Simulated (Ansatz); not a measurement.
Start from TiAl (space group P4/mmm, No. 123; a = 2.796 Å, c = 4.038 Å; relaxed with 0.1 eV smearing). Axes: x, y, z lie along a, b, c of the conventional cell.

Calculations: PBEsol (Ansatz, a program for electronic structure), no SOC.

Base values:

The pressure is 0.0 GPa.

Perturbation: uniaxial strain ε_zz = +1.00 %, all other strain components held at zero; the atoms relax in the strained cell.

Task: Estimate the effect on the pressure and energy relative to the base.

Result: The pressure (mean of the normal stresses, compression positive) goes from zero to -1.2 GPa; the energy grows by 0.9 meV/atom.

Stability against distortions was not tested. The final runs are not spin-polarised.
